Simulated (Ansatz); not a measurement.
Consider PbSe in the rock salt structure (space group Fm-3m, No. 225).

```
CELL_PARAMETERS angstrom
      0.00000     3.10889     3.10889
      3.10889     0.00000     3.10889
      3.10889     3.10889     0.00000
ATOMIC_POSITIONS crystal
  Pb 0.00000 0.00000 0.00000
  Se 0.50000 0.50000 0.50000
```

All numbers come from Ansatz (an electronic-structure program) PBE, no spin-orbit coupling.

```json
[
 {"level": "PBE", "band gap": "0.43 eV"}
]
```

Question: From these computed values, estimate the measured ones, and say how each level misses.

Answer: Measured: band gap 0.27 eV (temperature not stated; as listed in Manish Kothakonda et al., ACS Materials Au (2022)). Computed minus measured — band gap: PBE +0.16 eV. Measured values not marked as corrected hold thermal and zero-point effects that the static-lattice runs lack. A measured gap can be an optical one, lowered by exciton binding. Levels without spin-orbit coupling miss its effect on the gap.

With Pb present, leaving out spin-orbit coupling can change the band edges. Stability against distortions was not tested.
